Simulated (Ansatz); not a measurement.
Base system: YN in the rock salt structure (space group Fm-3m, No. 225).

Space group Fm-3m (No. 225); a = 4.9058 Å, b = 4.9058 Å, c = 4.9058 Å, α = 90.00°, β = 90.00°, γ = 90.00°

| atom | site | symmetry | x | y | z |
|---|---|---|---|---|---|
| Y | 4a | m-3m | 0.0000 | 0.0000 | 0.0000 |
| N | 4b | m-3m | 0.5000 | 0.5000 | 0.5000 |
(The calculation used a cell of 2 atoms; values per cell refer to that cell.)

Computed with DFT with PBE, PAW potentials and a 420 eV plane-wave cutoff in Ansatz (a first-principles code), no SOC.

One thing is altered: the cell is scaled by 1.0200 in all directions, atoms relaxed at fixed cell.

Q: Predict the new energy relative to the base and mean gap deformation potential ΔEg/Δln V.

A: The energy rises by 25 meV/atom; the mean gap deformation potential ΔEg/Δln V is +1.5 eV.

The cells carry an imposed strain or load. No phonon test of stability was made.
